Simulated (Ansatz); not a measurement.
We consider CsCl-type CoAl, described by RPBE (plane waves, PAW; Ansatz, a first-principles code).

Numerical settings: plane-wave cutoff 520 eV, 20×20×20 k mesh, Fermi–Dirac smearing 0.05 eV, no spin polarisation, scalar-relativistic PAW data made under PBE.

Computed at the level's own relaxed cell.

Task: Estimate the volume per atom, bulk modulus B0, lattice parameter a and pressure derivative B′ of the bulk modulus that the calculation returns.

Result: 
- volume per atom = 11.87 Å³/atom
- bulk modulus B0 = 169 GPa
- lattice parameter a = 2.874 Å
- pressure derivative B′ of the bulk modulus = 4.3

The run finds no gap.

Measured, for comparison: equilibrium volume per atom 11.71 Å³/atom, bulk modulus 162 GPa, lattice constant a 2.861 Å (room temperature, not corrected to a static lattice; as tabulated in Yamada et al. (2019), arXiv:1910.09660). Computed (rounded) less measured: equilibrium volume per atom +1.4 %, bulk modulus +4 %, lattice constant a +0.5 %. A static lattice is as a rule a little smaller and stiffer than an uncorrected measurement, which narrows the difference in the bulk modulus and would widen misses of the other sign.

Static lattice: no zero-point or thermal effects.

It cost around 60 core-seconds (rough) of CPU time.
